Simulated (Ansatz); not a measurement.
# Effective masses and thermopower of AlP under load (space group F-43m)

Data:

```
AlP
1.0
    0.00000     2.75049     2.75049
    2.75049     0.00000     2.75049
    2.75049     2.75049     0.00000
Al P
1 1
Direct
  0.00000   0.00000   0.00000
  0.25000   0.25000   0.25000
```

The numbers are results of PBE with spin-orbit coupling, rigid bands (plane waves, PAW; Ansatz, a first-principles code), not measurements. Condition of this run: hydrostatic pressure of -1.4 GPa (compression positive) (the target of the relaxation). Geometry: cell and atoms relaxed with PBEsol, then loaded as said.

* **band gap**: 1.61 eV
* **electron conductivity mass (300 K, dilute)**: 0.35 mₑ
* **hole conductivity mass (300 K, dilute)**: 0.71 mₑ
* **effective density of states N_c (300 K)**: 1.8e19 cm⁻³
* **effective density of states N_v (300 K)**: 5.8e19 cm⁻³
* **density-of-states mass, electrons**: 0.79 mₑ
* **density-of-states mass, holes**: 1.76 mₑ
* **Seebeck coefficient, n-type 1e19 cm⁻³, 300 K**: -268 μV/K
* **best n-type power factor at 300 K for τ = 10 fs (best axis; densities from 1e16 to 1e21 cm⁻³ tried, whether or not they can be reached)**: 8.1 μW/(cm·K²) at 1e20 cm⁻³
* **Seebeck coefficient, p-type 1e19 cm⁻³, 300 K**: 400 μV/K
* **best p-type power factor at 300 K for τ = 10 fs (best axis; densities from 1e16 to 1e21 cm⁻³ tried, whether or not they can be reached)**: 22 μW/(cm·K²) at 3e20 cm⁻³

Rigid bands; masses and Seebeck coefficients take one relaxation time τ for all states and one kind of carrier; polarons and phonon drag are left out. Geometry: cell and atoms relaxed with PBEsol.
